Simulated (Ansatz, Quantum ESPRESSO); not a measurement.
# BaSi3Pd (I4mm, 5 atoms in the cell) computed with different codes at matched settings

Self-consistent single point.

```
CELL_PARAMETERS angstrom
     -2.25519     2.25519     5.21217
      2.25519    -2.25519     5.21217
      2.25519     2.25519    -5.21217
ATOMIC_POSITIONS crystal
  Ba 0.61547 0.61547 0.00000
  Si 0.00061 0.00061 0.00000
  Si 0.36917 0.86917 0.50000
  Si 0.86917 0.36917 0.50000
  Pd 0.26227 0.26227 0.00000
```

Shared settings, as Ansatz (a program for electronic structure) writes them: kpoints.mp_grid.grid = 2 2 2; scf.occupations.method = fermi_dirac; scf.occupations.width = 0.1 eV. Potentials and cutoffs stand in the table.

```
code                                                            model  pressure (GPa)  largest force (eV/Å)   cutoff
----------------  ---------------------------------------------------  --------------  --------------------  -------
Ansatz                            LDA (PW92), PAW files made with PBE           -9.76                 1.470  default
Quantum ESPRESSO  LDA (PZ), GBRV 1.5 ultrasoft (LDA) pseudopotentials           -9.50                 1.492    40 Ry
```

Size of the force on each atom (eV/Å): Sizes of forces hide their directions.

```tsv
code	Ba1	Si2	Si3	Si4	Pd5
Ansatz	0.516	1.470	0.996	0.996	0.007
Quantum ESPRESSO	0.508	1.492	1.008	1.008	0.016
```

On Ansatz's run: spin polarisation is off.

The spread over the programs that give each value: pressure within 0.26 GPa; largest force within 0.022 eV/Å.

Ansatz's pressure is given at a fixed set of plane waves, as the other plane-wave codes print theirs. The same LDA comes in different parametrisations, which differ slightly.

On the base mesh (8 8 8) the same programs gave: Ansatz pressure -8.71 GPa; Quantum ESPRESSO pressure -8.46 GPa.

The values differ from the base mesh's, so the mesh still matters here: the table compares the programs at equal settings.

The starting cell comes from a database of computed structures (which also holds hypothetical and non-ambient phases and stackings), without a prior relaxation at this level. Its lattice was rescaled by a random factor within 2.5 % of one.

Keys are those of Ansatz 0.2.
